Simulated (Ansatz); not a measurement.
# TiAl, point defects

The parent structure is a 24-atom supercell of TiAl (space group P4/mmm, No. 123; a = 2.824 Å, c = 4.071 Å) at its relaxed geometry.

One neutral defect a cell, atoms relaxed at fixed cell.

All numbers come from plane-wave PAW DFT at the PBE level (Ansatz, a first-principles code, 420 eV), scalar-relativistic without spin-orbit coupling.

```tsv
variant	pressure	largest displacement of a host atom from its site in the perfect cell
perfect supercell	0.0 GPa	–
B on a Al site	-3.3 GPa	0.16 Å
Al interstitial (started 1.74 Å from the nearest host atom), symmetric start	8.1 GPa	0.70 Å
Li interstitial (started 1.74 Å from the nearest host atom)	(withheld)	(withheld)
Ti vacancy, symmetric start	-1.0 GPa	0.04 Å
Zn on a Ti site	-0.4 GPa	0.06 Å
```

Task: What belongs in the blanks?

Result: 
- Li interstitial (started 1.74 Å from the nearest host atom), pressure: 4.0 GPa
- Li interstitial (started 1.74 Å from the nearest host atom), largest displacement of a host atom from its site in the perfect cell: 0.29 Å

In so small a cell the defect repeats every few ångströms: this is an ordered compound, not a dilute defect. Defects with a symmetric start kept the site's symmetry and may sit on a saddle; the others started slightly shaken. The final runs are not spin-polarised.
